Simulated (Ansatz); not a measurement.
Consider YN in the rock salt structure (space group Fm-3m, No. 225).

```xyz
2
Lattice="0.0000 2.4529 2.4529 2.4529 0.0000 2.4529 2.4529 2.4529 0.0000" Properties=species:S:1:pos:R:3 pbc="T T T"
Y      0.0000     0.0000     0.0000
N      2.4529     2.4529     2.4529
```

Level of theory: PBE in Ansatz (plane waves to 420 eV, PAW, spin-orbit coupling left out).

For the base:

| Quantity | Value |
|---|---|
| Width of the top valence band | 2.22 eV |
| Hole mass | 0.17, 1.0, 1.0 mₑ (at Γ) |
| Smallest direct gap | 0.61 eV |
| Pressure | 0.0 kbar |

Perturbation: every lattice vector is shortened by 2.50 %, atoms relaxed at fixed cell.

Q: Estimate the effect on the width of the top valence band, hole mass, smallest direct gap and pressure.

A: The width of the top valence band increases by 0.21 eV, from 2.22 eV to 2.43 eV; the hole mass (degenerate bands, along [100]) goes from 0.17, 1.0, 1.0 mₑ (at Γ) to 0.16, 1.0, 1.0 mₑ (at Γ); the smallest direct gap falls by 0.21 eV, from 0.61 eV to 0.40 eV; the pressure goes from zero to 141.9 kbar.

The cells carry an imposed strain or load. Masses are band curvatures over ±0.01 Å⁻¹ around the edge. Whether these cells are dynamically stable was not tested. A zero or small gap of YN can be the functional's error rather than a property of the material.

Ansatz is an electronic-structure program.
